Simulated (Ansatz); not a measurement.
Here is the system:

```
CELL_PARAMETERS angstrom
      6.70874     0.00000     0.00000
      0.00000     6.70874     0.00000
      0.00000     0.00000     3.82812
ATOMIC_POSITIONS crystal
  Zn 0.32498 0.67502 0.00000
  Zn 0.67502 0.32498 0.00000
  Zn 0.82498 0.82498 0.50000
  Zn 0.17502 0.17502 0.50000
  S  0.31635 0.31635 0.00000
  S  0.68365 0.68365 0.00000
  S  0.18365 0.81635 0.50000
  S  0.81635 0.18365 0.50000
```

No spin polarisation.

All numbers come from PBE (Ansatz, a quantum-chemistry and plane-wave program; PAW; 420 eV plane waves; no spin-orbit coupling). k-mesh 5×5×9 (Γ-centred); smearing 0.05 eV (Fermi–Dirac).

Question: Predict the gap character and valence-band top at Γ.

Answer: Gap character: direct at Γ
Valence-band top at Γ (three highest levels, from the VBM): 0.00, -0.09, -0.09 eV

The cells carry an imposed strain or load. Whether these cells are dynamically stable was not tested. The cell was made from ZnS (space group P4_2/mnm, No. 136; a hypothetical phase, not in the database extracts checked) by this change: biaxial strain +1.19 %, plane normal [001], relaxed out of plane.
